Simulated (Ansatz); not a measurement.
Consider HfN in the rock salt structure (space group Fm-3m, No. 225; a = 4.5016 Å).

Structures relaxed with PBEsol (Ansatz, a first-principles code; PAW; 420 eV plane waves; scalar-relativistic without spin-orbit coupling).

Base:

Simulated powder pattern, Cu Kα1, λ = 1.54056 Å (kinematic, ideal powder, no thermal factors, no anomalous dispersion; the 8 strongest lines at most, above 2 %, up to 2θ = 90°):

| 2θ (°) | I/Imax (%) | hkl |
|---|---|---|
| 34.48 | 100 | (111) |
| 40.03 | 68 | (200) |
| 57.89 | 46 | (220) |
| 69.15 | 44 | (311) |
| 72.71 | 16 | (222) |
| 86.39 | 7.7 | (400) |

After one change:

Simulated powder pattern, Cu Kα1, λ = 1.54056 Å (kinematic, ideal powder, no thermal factors, no anomalous dispersion; the 8 strongest lines at most, above 2 %, up to 2θ = 90°):

| 2θ (°) | I/Imax (%) |
|---|---|
| 34.44 | 100 |
| 39.98 | 68 |
| 57.82 | 46 |
| 69.06 | 44 |
| 72.61 | 16 |
| 86.26 | 7.7 |

Question: Which change produced these results?
A. pressure 30 GPa
B. pressure −1 GPa
C. pressure 9 GPa
D. pressure 0.9 GPa

Answer: B, pressure −1 GPa. Its volume per atom is 11.44 Å³ against 11.40 Å³, and its space group is Fm-3m (No. 225).

Load acts through the strain it causes; cell and atoms are relaxed under it. No phonon test of stability was made. No other phases were tried under pressure. All final runs are without spin polarisation. An odd electron count without spin: HfN.
